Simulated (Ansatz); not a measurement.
## A short convergence ladder for TlGeCl3 (Cm, 5 atoms in the cell)

```xyz
5
Lattice="3.7760 -3.7212 0.0000 3.7760 3.7212 0.0000 -0.1004 0.0000 5.2944" Properties=species:S:1:pos:R:3 pbc="T T T"
Tl     7.3701     0.0000     5.2966
Ge     3.5753     0.0000     2.8195
Cl     1.8996     1.7748     2.7695
Cl     1.8996    -1.7748     2.7695
Cl     3.6998     0.0000     5.2647
```

Base method: LDA (PW92), default PAW files made with PBE (plane waves; Ansatz, an electronic-structure program).

Base settings: basis.ecutwfc = 420 eV; kpoints.mp_grid.grid = 5 5 5; hamiltonian.xc = lda; hamiltonian.pseudopotentials = {kind: paw} (the program's default PAW files); scf.occupations.method = fixed.

**The width of Fermi-Dirac smearing**

In this ladder: scf.occupations.method = fermi_dirac.

The mesh stays at the base's, so the ladder's end is converged at best in this setting alone.

Only quantities that move along the ladder and can be compared are tabulated.

| scf.occupations.width | free energy less the last step's (meV/atom) | pressure (GPa) | largest difference of a force vector from the last step's (eV/Å) |
|---|---|---|---|
| 1 eV | -322.20 | -1.33 | 0.284 |
| 0.5 eV | -21.01 | -2.98 | 0.037 |
| 0.2 eV | -0.10 | -2.94 | 0.001 |
| 0.1 eV | 0.00 | -2.94 | 0.000 |
| 0.02 eV | 0.00 | -2.94 | 0.000 |

Widest scf.occupations.width that holds the forces within 0.02 eV/Å of the last step, with all finer ones: 0.2 eV; the step before is off by 0.037 eV/Å.

Widest scf.occupations.width that holds the free energy within 2 meV/atom of the last step, with all finer ones: 0.2 eV; the step before is off by 21 meV/atom.

Widest scf.occupations.width that holds the pressure within 0.05 GPa of the last step, with all finer ones: 0.5 eV; the step before is off by 1.6 GPa.

On the base run: the starting cell comes from a database of computed structures (which also holds hypothetical and non-ambient phases and stackings), without a prior relaxation at this level. Its lattice was rescaled by up to half a per cent. One atom was moved a little off its site on purpose. Ansatz's pressure includes its estimate of the finite-basis (Pulay) stress.

Keys are those of Ansatz 0.2.
